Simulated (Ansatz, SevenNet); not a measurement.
Ladder of methods for the equilibrium lattice constant a of fluorite NiSi2

Reference value: 5.406 Å (measured, temperature not stated, no zero-point or thermal correction; as tabulated in Wikipedia's data pages).

| level (code) | value (Å) | difference (%) |
|---|---|---|
| SevenNet-0 | 5.437 | +0.57 |
| LDA (Ansatz) | 5.351 | -1.02 |
| BLYP (Ansatz) | 5.545 | +2.57 |
| PBE (Ansatz) | 5.445 | +0.72 |
| RPBE (Ansatz) | 5.478 | +1.33 |
| PBEsol-D3(BJ) (Ansatz) | 5.337 | -1.28 |
| r²SCAN-D4 (Ansatz) | 5.367 | -0.72 |
| r²SCAN+rVV10 (Ansatz) | 5.376 | -0.55 |
| HSE06 (Ansatz) | 5.374 | -0.59 |
| LC-ωPBE (Ansatz) | 5.287 | -2.20 |
| PBE0 (Ansatz) | 5.378 | -0.52 |
| r²SCANh (Ansatz) | 5.368 | -0.70 |

The reference's temperature isn't stated, so close values are not ranked against it. Off by more than 1.25 %, or 1.75 % on the side where a correction would as a rule narrow the miss (bounds picked here): BLYP (+2.57 %), LC-ωPBE (-2.20 %), RPBE (+1.33 %).

The reference isn't brought to a static lattice, while the calculations are for one, so the differences are not the levels' errors alone. A static lattice is as a rule a little smaller than the measured one. The crystal itself was run without spin with LDA, BLYP, PBE, RPBE, PBEsol-D3(BJ), r²SCAN-D4, r²SCAN+rVV10, HSE06, LC-ωPBE, PBE0, r²SCANh; a magnetic state was not tried in these runs. HSE06: exact exchange on metals is sensitive to the k mesh and can open a false gap. HSE06: the run warned that the count of filled bands differs between k points. LC-ωPBE, PBE0, r²SCANh: the run has no spin polarisation, so it can have missed a magnetic state. Cutoffs and k meshes differ between the levels. Ansatz's density-functional and Hartree–Fock values are scalar-relativistic unless marked +SOC, with PAW data made under PBE.

Machine-learned potentials (SevenNet-0) are trained on DFT data: a solid inside that data is no test of them.

Differences are worked out from the printed values.

Ansatz is a first-principles code.
